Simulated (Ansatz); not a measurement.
The parent structure is SnO in the litharge type structure (space group P4/nmm, No. 129; a = 3.7934 Å, c = 4.7643 Å; layered, stacked along the Cartesian z axis).

Computed with plane-wave PAW DFT at the r2SCAN+rVV10 level (Ansatz, a program for electronic structure, 500 eV), spin-orbit coupling left out.

Free-standing slabs (4 atom(s) a layer) normal to the stacking axis with 15 Å of vacuum; in-plane cell relaxed.

One change was made to it. Results:

The excess energy per area of both faces (slab less bulk energy over the cell's area: twice a surface energy) is 0.50 J/m² (uncertain by up to 0.05 J/m²); the band gap becomes 3.42 eV (base: zero); the gap character is indirect, k = (0.222, 0.222, 0) in the run's primitive reciprocal basis → M–Γ (27 % along); the in-plane lattice parameter a decreases by 0.038 Å (3.793 Å → 3.755 Å).

Question: Which of these changes matches the shifts?
(A) 2 layers
(B) 1 layer
(C) 3 layers

Answer: B, 1 layer. For comparison, the band gap in the other runs: 3 layers gives 0.55 eV; 2 layers gives 1.15 eV.

The excess energy carries the mismatch between the slab's and the bulk's meshes. No phonon test of stability was made. The final runs are not spin-polarised. The zero or small gap of SnO can change with the level of theory.
